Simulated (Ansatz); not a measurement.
Consider CdS in the wurtzite structure (space group P6_3mc, No. 186; a = 4.1244 Å, c = 6.7082 Å). Axes: x lies along a and z along c of the hexagonal cell.

Computed with PBEsol in Ansatz (plane waves to 420 eV, PAW, no spin-orbit coupling).

Base values:

| Quantity | Value |
|---|---|
| Volume per atom | 24.71 Å³ |
| Electron mass | 0.11 mₑ along c, 0.12 mₑ across (at Γ) |
| Band gap | 1.09 eV |
| Gap character | direct at Γ |

Perturbation: biaxial strain −1.20 %, plane normal [001], relaxed out of plane (Cartesian); in-plane vectors clamped, the third vector and the atoms free.

Question: Estimate the effect on the volume per atom, electron mass, band gap and gap character.

Answer: The volume per atom falls by 0.311 Å³ (24.71 Å³ → 24.39 Å³); the electron mass becomes 0.11 mₑ out of plane, 0.12 mₑ in plane (at Γ) (base: 0.11 mₑ along c, 0.12 mₑ across (at Γ)); the band gap decreases by 0.02 eV, from 1.09 eV to 1.07 eV; the gap character is still direct at Γ.

Effective masses come from finite differences of ±0.01 Å⁻¹. No phonon test of stability was made.

Ansatz is an electronic-structure program.
